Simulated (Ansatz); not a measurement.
**SnSe2: response to strain**

The parent structure is SnSe2 in the CdI2 type structure (space group P-3m1, No. 164; layered, stacked along the Cartesian z axis).

```
CELL_PARAMETERS angstrom
      3.82584     0.00000     0.00000
     -1.91292     3.31327     0.00000
      0.00000     0.00000     6.23092
ATOMIC_POSITIONS crystal
  Sn 0.00000 0.00000 0.00000
  Se 0.33333 0.66667 0.25294
  Se 0.66667 0.33333 0.74706
```

Cartesian axes are those of the cell as printed.

Strains are applied to the cell and any free atomic positions relax; under biaxial strain the out-of-plane vector relaxes too; under stress the whole cell relaxes.

Computed with r2SCAN+rVV10 (Ansatz, a quantum-chemistry and plane-wave program, PAW, scalar-relativistic without spin-orbit coupling).

Only one of these has a direct gap. Which?
A. strain tensor (xx, yy, zz, yz, xz, xy) = (−1.23, −0.72, −0.49, −0.86, −0.48, −1.39) %
B. uniaxial stress, 0.5 GPa compression along x
C. biaxial strain +1.53 %, plane normal [001], relaxed out of plane
D. isotropic strain +5.02 %

D, isotropic strain +5.02 %. Computed: strain tensor (xx, yy, zz, yz, xz, xy) = (−1.23, −0.72, −0.49, −0.86, −0.48, −1.39) %: indirect, k = (0.200, -0.200, -0.167) in the run's primitive reciprocal basis → k = (-1/2, 0, 1/3) in the run's primitive reciprocal basis; uniaxial stress, 0.5 GPa compression along x: indirect, Γ–M₂ (29 % along) → k = (-1/2, 0, 1/3) in the run's primitive reciprocal basis; isotropic strain +5.02 %: direct at Γ; biaxial strain +1.53 %, plane normal [001], relaxed out of plane: indirect, K–Γ (79 % along) → k = (0, 0.400, -1/3) in the run's primitive reciprocal basis

Stability under load was not tested beyond the relaxation. k-point labels follow each cell's own Brillouin zone.
